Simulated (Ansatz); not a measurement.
```xyz
28
Lattice="13.5000 0.0000 0.0000 0.0000 30.5000 0.0000 0.0000 0.0000 2.9363" Properties=species:S:1:pos:R:3 pbc="T T T"
Mg     5.9096     6.1071     0.0000
O      5.3771     7.2594     1.4682
O      7.7613     5.9566     0.0000
Mg     8.0527     7.1979     1.4682
Mg     5.6632     8.7626     0.0000
O      5.6268    10.1787     1.4682
O      7.8590     8.7408     0.0000
Mg     7.8060    10.1681     1.4682
Mg     5.6920    11.6373     0.0000
O      5.6312    13.0790     1.4682
O      7.8514    11.6302     0.0000
Mg     7.8077    13.0747     1.4682
Mg     5.6897    14.5287     0.0000
O      5.6383    15.9755     1.4682
O      7.8617    14.5245     0.0000
Mg     7.8103    15.9713     1.4682
Mg     5.6923    17.4253     0.0000
O      5.6486    18.8698     1.4682
O      7.8688    17.4210     0.0000
Mg     7.8080    18.8627     1.4682
Mg     5.6940    20.3319     0.0000
O      5.6410    21.7592     1.4682
O      7.8732    20.3213     0.0000
Mg     7.8368    21.7374     1.4682
Mg     5.4473    23.3021     0.0000
O      5.7387    24.5434     1.4682
O      8.1229    23.2406     0.0000
Mg     7.5904    24.3929     1.4682
```

Levels: PBE (plane waves to 420 eV, PAW; Ansatz, a quantum-chemistry and plane-wave program); r2SCAN (plane waves to 500 eV, PAW; Ansatz); HSE06 run with Ansatz. Unmarked values and the geometry are of the first. Mesh 1×1×12. No spin polarisation. One-dimensional cell, images about 11 Å apart. A hypothetical model. Symmetry and one short period hold its shape; lower forms weren't sought. On relaxing, bonds broke or formed, so the name tells the start alone. HSE06 ran on a 1×1×6 mesh and at PBE's edge points. Buckling under compression is shut out by symmetry and the short period.

Problem. Give the properties of this body.

Solution. 
| Property | Value |
|---|---|
| largest distance between nuclei across the axis | 18.70 Å |
| PBE gap | 1.11 eV, direct at Γ |
| electron mass along the axis (PBE) | 0.78 mₑ |
| hole mass along the axis (PBE) | 0.57 mₑ |
| r2SCAN gap at this geometry | 1.52 eV |
| HSE06 gap at this geometry | 2.28 eV |
| axial stiffness dF/dε | 357 nN |
